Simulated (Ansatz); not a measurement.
Lattice parameter a of VRu3 (model structure, started from the A15 type, Pm-3n, No. 223, 8 atoms in the cell) at several levels of theory

No measured value is used here.

| level (code) | value (Å) |
|---|---|
| LDA (Ansatz) | 4.739 |
| PBE (Ansatz) | 4.826 |
| PBEsol (Ansatz) | 4.771 |

Spin-polarised start: LDA, PBE, PBEsol. LDA, PBE, PBEsol: the starting moments vanished in the run, and other orders were not tried. Ansatz's density-functional and Hartree–Fock values are scalar-relativistic unless marked +SOC, with PAW data made under PBE.

A model structure was made by putting elements into a prototype or built by hand; it is no filed structure, need not be a known phase, and can be a saddle point held by its symmetry.

Ansatz is a first-principles code.
